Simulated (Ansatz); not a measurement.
The reference is BAs (space group P4_2/mnm, No. 136; a = 5.8372 Å, c = 3.3617 Å; a hypothetical phase, not in the database extracts checked). Axes: x, y, z lie along a, b, c of the conventional cell.

It is then changed as follows: a pure shear with ε_xz = ε_zx = 0.0357, atoms relaxed at fixed cell.

Levels (all Ansatz, an electronic-structure program, PAW): PBEsol (420 eV, no spin-orbit coupling); r2SCAN (500 eV, scalar-relativistic without spin-orbit coupling); HSE06 (420 eV, spin-orbit coupling left out).

At the geometry relaxed with PBEsol, these levels gave the following band gaps, in shuffled order: (a) 0.61 eV, (b) 1.06 eV, (c) 0.36 eV.

Match each gap to its level.

(a) r2SCAN; (b) HSE06; (c) PBEsol.

Single points use the geometry relaxed with PBEsol. The hybrid gap comes from the SCF mesh plus the semilocal run's edge points and a few special points and is an upper bound. The cells carry an imposed strain or load. Whether these cells are dynamically stable was not tested.
